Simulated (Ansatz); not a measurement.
Defect: O vacancy in beta Ga2O3 strained by -1.5 % along x and y, z held, charge state +2. These are PBE, PAW (plane waves to 420 eV; Ansatz, a program for electronic structure) values and carry that method's errors.

Settings: 120 host sites, the strained lattice (strain from the relaxed PBE one, atoms relaxed), the Γ point alone, smearing 0.01 eV, spin-restricted, no image-charge correction. Energies are static. The charge state is imposed; whether it is stable for some Fermi level was not computed. Forms of the defect that were not tried may lie lower. The start lies 0.057 eV above the lowest site run (PBE).

Barriers: single points on a 2×2×2 k-point mesh shifted by half a step at the bands' geometries (they differ from the bands' own by up to 0.05 eV, and are uncertain by about as much).

Relaxed starting cell (atoms counted from 1):

```
CELL_PARAMETERS angstrom
     12.26814     0.00000     0.00000
      0.00000     9.11151     0.00000
     -2.74101     0.00000    11.42039
ATOMIC_POSITIONS crystal
  Ga 0.09154 0.99985 0.39388
  Ga 0.03441 0.99985 0.80810
  Ga 0.08927 0.33487 0.40233
  Ga 0.09469 0.32943 0.90137
  Ga 0.08927 0.66483 0.40233
  Ga 0.09469 0.67027 0.90137
  Ga 0.40897 0.16671 0.09961
  Ga 0.40916 0.16623 0.60009
  Ga 0.40798 0.49985 0.10155
  Ga 0.41125 0.49985 0.60621
  Ga 0.40897 0.83299 0.09961
  Ga 0.40916 0.83347 0.60009
  Ga 0.15830 0.18397 0.17468
  Ga 0.16310 0.16581 0.65180
  Ga 0.16162 0.49985 0.15756
  Ga 0.15850 0.49985 0.66234
  Ga 0.15830 0.81573 0.17468
  Ga 0.16310 0.83389 0.65181
  Ga 0.34666 0.99985 0.34014
  Ga 0.34043 0.99985 0.84291
  Ga 0.34596 0.33556 0.34822
  Ga 0.34068 0.33295 0.84361
  Ga 0.34596 0.66413 0.34822
  Ga 0.34068 0.66675 0.84361
  O  0.16989 0.99985 0.54730
  O  0.16911 0.32952 0.05862
  O  0.16593 0.33484 0.55605
  O  0.16911 0.67018 0.05862
  O  0.16593 0.66486 0.55605
  O  0.33366 0.16472 0.44281
  O  0.32941 0.16443 0.94505
  O  0.33667 0.49985 0.44968
  O  0.33029 0.49985 0.94639
  O  0.33366 0.83498 0.44281
  O  0.32941 0.83527 0.94505
  O  0.16870 0.99985 0.26903
  O  0.17081 0.99985 0.76969
  O  0.17522 0.33807 0.28845
  O  0.17241 0.33044 0.78163
  O  0.17522 0.66163 0.28846
  O  0.17241 0.66926 0.78163
  O  0.32306 0.16138 0.21425
  O  0.32811 0.16612 0.71770
  O  0.32830 0.49985 0.22176
  O  0.32683 0.49985 0.72039
  O  0.32306 0.83832 0.21425
  O  0.32811 0.83357 0.71770
  O  0.49607 0.99985 0.12722
  O  0.49675 0.99985 0.62493
  O  0.49533 0.33328 0.12812
  O  0.49803 0.33195 0.62668
  O  0.49533 0.66642 0.12812
  O  0.49803 0.66775 0.62668
  O  0.00462 0.16633 0.37078
  O  0.00345 0.16460 0.88218
  O  0.00212 0.49985 0.37249
  O  0.00860 0.49985 0.87841
  O  0.00462 0.83337 0.37078
  O  0.00344 0.83510 0.88218
  Ga 0.59680 0.16602 0.40005
  Ga 0.59042 0.16639 0.89812
  Ga 0.59349 0.49985 0.39950
  Ga 0.59218 0.49985 0.89865
  Ga 0.59680 0.83368 0.40005
  Ga 0.59042 0.83330 0.89812
  Ga 0.90959 0.99985 0.09876
  Ga 0.89625 0.99985 0.58678
  Ga 0.91002 0.33430 0.10226
  Ga 0.90963 0.33126 0.60384
  Ga 0.91002 0.66540 0.10226
  Ga 0.90963 0.66844 0.60384
  Ga 0.65888 0.99985 0.15497
  Ga 0.65797 0.99985 0.65915
  Ga 0.65835 0.33327 0.15613
  Ga 0.66080 0.33375 0.65766
  Ga 0.65835 0.66643 0.15613
  Ga 0.66080 0.66595 0.65766
  Ga 0.84082 0.16873 0.33645
  Ga 0.83834 0.17046 0.84745
  Ga 0.84032 0.49985 0.34526
  Ga 0.84432 0.49985 0.84356
  Ga 0.84082 0.83097 0.33645
  Ga 0.83834 0.82924 0.84745
  O  0.66627 0.16708 0.05351
  O  0.67316 0.16428 0.55669
  O  0.66593 0.49985 0.05503
  O  0.66995 0.49985 0.55500
  O  0.66628 0.83262 0.05351
  O  0.67316 0.83542 0.55669
  O  0.82730 0.99985 0.43503
  O  0.82977 0.99985 0.94564
  O  0.83721 0.32995 0.44689
  O  0.83285 0.33578 0.94787
  O  0.83721 0.66976 0.44689
  O  0.83284 0.66392 0.94787
  O  0.67354 0.16779 0.27914
  O  0.67355 0.16444 0.78104
  O  0.67472 0.49985 0.28238
  O  0.67395 0.49985 0.78157
  O  0.67354 0.83191 0.27914
  O  0.67355 0.83526 0.78104
  O  0.82856 0.99985 0.21520
  O  0.84115 0.99985 0.72472
  O  0.82837 0.33342 0.21822
  O  0.82895 0.33301 0.72150
  O  0.82837 0.66628 0.21822
  O  0.82895 0.66669 0.72150
  O  0.99982 0.16569 0.12453
  O  0.99600 0.15802 0.63411
  O  0.99968 0.49985 0.12990
  O  0.99599 0.49985 0.62895
  O  0.99982 0.83401 0.12452
  O  0.99600 0.84167 0.63411
  O  0.50793 0.99985 0.37300
  O  0.50271 0.99985 0.87155
  O  0.50669 0.33157 0.37398
  O  0.50307 0.33342 0.87266
  O  0.50668 0.66813 0.37398
  O  0.50307 0.66628 0.87266
```
Cell charge +2.

End state 1 differs by these moves (Å; atoms that move under 0.08 Å are left out):

```json
[
 {"atom": "2", "element": "Ga", "Δx": "0.49", "Δy": "0.00", "Δz": "1.05"},
 {"atom": "7", "element": "Ga", "Δx": "0.83", "Δy": "0.00", "Δz": "-0.52"},
 {"atom": "12", "element": "Ga", "Δx": "0.00", "Δy": "-0.02", "Δz": "0.09"},
 {"atom": "13", "element": "Ga", "Δx": "-0.13", "Δy": "-0.16", "Δz": "-0.25"},
 {"atom": "17", "element": "Ga", "Δx": "0.06", "Δy": "0.16", "Δz": "-0.20"},
 {"atom": "18", "element": "Ga", "Δx": "-0.07", "Δy": "-0.01", "Δz": "0.07"},
 {"atom": "19", "element": "Ga", "Δx": "-0.10", "Δy": "-0.14", "Δz": "0.18"},
 {"atom": "21", "element": "Ga", "Δx": "-0.07", "Δy": "0.11", "Δz": "0.09"},
 {"atom": "30", "element": "O", "Δx": "0.07", "Δy": "0.02", "Δz": "-0.05"},
 {"atom": "31", "element": "O", "Δx": "0.12", "Δy": "0.02", "Δz": "-0.05"},
 {"atom": "32", "element": "O", "Δx": "-0.09", "Δy": "0.06", "Δz": "0.04"},
 {"atom": "34", "element": "O", "Δx": "-0.07", "Δy": "-0.08", "Δz": "0.12"},
 {"atom": "36", "element": "O", "Δx": "0.10", "Δy": "0.09", "Δz": "0.14"},
 {"atom": "37", "element": "O", "Δx": "0.00", "Δy": "0.01", "Δz": "0.13"},
 {"atom": "38", "element": "O", "Δx": "0.08", "Δy": "-0.14", "Δz": "-0.08"},
 {"atom": "40", "element": "O", "Δx": "0.00", "Δy": "0.04", "Δz": "-0.08"},
 {"atom": "42", "element": "O", "Δx": "-1.45", "Δy": "-1.43", "Δz": "-1.78"},
 {"atom": "46", "element": "O", "Δx": "0.02", "Δy": "-0.02", "Δz": "0.10"},
 {"atom": "48", "element": "O", "Δx": "-0.04", "Δy": "-0.01", "Δz": "0.15"},
 {"atom": "50", "element": "O", "Δx": "-0.03", "Δy": "0.01", "Δz": "0.14"},
 {"atom": "55", "element": "O", "Δx": "0.05", "Δy": "0.02", "Δz": "-0.06"},
 {"atom": "60", "element": "Ga", "Δx": "-0.09", "Δy": "0.00", "Δz": "-0.03"},
 {"atom": "61", "element": "Ga", "Δx": "0.10", "Δy": "0.00", "Δz": "-0.13"},
 {"atom": "66", "element": "Ga", "Δx": "-0.08", "Δy": "-0.03", "Δz": "0.00"},
 {"atom": "67", "element": "Ga", "Δx": "0.13", "Δy": "0.00", "Δz": "0.17"},
 {"atom": "68", "element": "Ga", "Δx": "-0.07", "Δy": "0.02", "Δz": "-0.04"},
 {"atom": "72", "element": "Ga", "Δx": "-0.02", "Δy": "-0.07", "Δz": "0.12"},
 {"atom": "74", "element": "Ga", "Δx": "-0.01", "Δy": "0.06", "Δz": "0.11"},
 {"atom": "78", "element": "Ga", "Δx": "-0.01", "Δy": "-0.02", "Δz": "0.09"},
 {"atom": "79", "element": "Ga", "Δx": "0.10", "Δy": "-0.04", "Δz": "-0.08"},
 {"atom": "82", "element": "Ga", "Δx": "0.01", "Δy": "0.01", "Δz": "0.09"},
 {"atom": "84", "element": "O", "Δx": "-0.38", "Δy": "-0.01", "Δz": "-0.01"},
 {"atom": "85", "element": "O", "Δx": "-0.07", "Δy": "0.02", "Δz": "-0.05"},
 {"atom": "90", "element": "O", "Δx": "0.08", "Δy": "-0.01", "Δz": "0.11"},
 {"atom": "97", "element": "O", "Δx": "0.05", "Δy": "0.02", "Δz": "-0.07"},
 {"atom": "103", "element": "O", "Δx": "-0.13", "Δy": "0.00", "Δz": "-0.07"},
 {"atom": "108", "element": "O", "Δx": "-0.16", "Δy": "0.01", "Δz": "0.02"},
 {"atom": "109", "element": "O", "Δx": "0.04", "Δy": "0.08", "Δz": "-0.08"},
 {"atom": "113", "element": "O", "Δx": "0.03", "Δy": "-0.08", "Δz": "-0.06"},
 {"atom": "114", "element": "O", "Δx": "-0.09", "Δy": "-0.01", "Δz": "0.00"}
]
```

Estimate the forward and backward barriers to end state 1 that PBE, PAW returns for this input.

forward 1.50 eV, backward 1.56 eV; at the saddle point atom 42 has neighbours Ga at 1.85, Ga at 1.96 Å. The saddle point's order was not checked.

End state 2 differs by these moves (Å; atoms that move under 0.15 Å are left out):

```tsv
atom	element	Δx	Δy	Δz
2	Ga	0.43	0.01	1.02
13	Ga	0.26	-0.16	-0.16
17	Ga	-0.03	0.19	-0.20
28	O	-0.19	-0.03	-0.03
37	O	0.00	0.00	0.15
66	Ga	-0.68	-0.42	-0.15
67	Ga	0.14	0.00	0.18
68	Ga	-0.68	0.41	-0.19
72	Ga	-0.09	0.03	0.16
74	Ga	-0.08	-0.04	0.15
79	Ga	0.05	-0.04	-0.16
83	Ga	0.08	0.01	-0.14
86	O	0.27	-0.09	0.02
88	O	0.26	0.09	0.04
90	O	0.06	0.00	0.14
103	O	-0.15	0.00	-0.10
108	O	2.12	-1.47	-0.78
110	O	-0.17	-0.12	-0.05
112	O	-0.19	0.11	0.01
```

Estimate the forward and backward barriers to end state 2 that PBE, PAW returns for this input.

forward 1.74 eV, backward 0.95 eV; at the saddle point atom 108 has neighbours Ga at 1.84, Ga at 1.89 Å. The saddle point's order was not checked.
